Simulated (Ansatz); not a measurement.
Input:

```
CaF2
1.0
    0.05031     2.76893     2.73711
    2.75275     0.03767     2.74976
    2.74595     2.77478     0.04446
Ca F
1 2
Direct
  0.00000   0.00000   0.00000
  0.24842   0.24981   0.24904
  0.75158   0.75019   0.75096
```

No spin polarisation.

The values are results of r2SCAN (Ansatz, an electronic-structure program, PAW, no spin-orbit coupling), not measurements. Settings: 11×11×11 k-points, 0.05 eV Fermi–Dirac smearing.

### Question
What is the computed smallest direct gap?

### Answer
8.16 eV.

### Question
Predict the band gap.

### Answer
7.92 eV.

The cells carry an imposed strain or load. Whether these cells are dynamically stable was not tested. The cell was made from CaF₂ in the fluorite structure (space group Fm-3m, No. 225) by this change: strain tensor (xx, yy, zz, yz, xz, xy) = (+0.17, +1.23, +0.06, +0.59, +1.05, +0.80) %.
